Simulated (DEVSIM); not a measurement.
Device: Ge p-i-n diode, at 300 K.

Layer 1 from the left is Ge, thickness (μm) 0.840, Na (cm⁻³) 2e18, τn (s) 6.1e-5, τp (s) 6.1e-5. Layer 2 from the left is Ge, thickness (μm) 7.50, Nd (cm⁻³) 1e13, τn (s) 6.1e-5, τp (s) 6.1e-5. Layer 3 from the left is Ge, thickness (μm) 0.590, Nd (cm⁻³) 4.3e17, τn (s) 6.1e-5, τp (s) 6.1e-5.

Left contact: ohmic. Right contact: ohmic. Voltage is applied to the left contact. Recombination: SRH at mid-gap, Auger. Mobility is constant in doping.

This is a model device: material constants are rounded textbook-type values typed into the input, and sizes, dopings and lifetimes were drawn at random. Values at 300 K.

Ge: gap (eV) 0.664, affinity (eV) 4, permittivity 16, Nc (cm⁻³) 1.04e19, Nv (cm⁻³) 6e18, μn (cm²/Vs) 3900, μp (cm²/Vs) 1900, Cn (cm⁶/s) 1e-31, Cp (cm⁶/s) 1e-31.

DEVSIM, 1D drift-diffusion, Boltzmann statistics, complete ionisation; no tunnelling, impact ionisation, image-force lowering or self-heating.

What does the simulation give for the dark forward voltage at 1 A/cm², the potential step across the device at zero bias, the dark forward voltage at 100 A/cm²?

dark forward voltage at 1 A/cm² 0.224 V; potential step across the device at zero bias 0.553 V; dark forward voltage at 100 A/cm² 0.351 V.
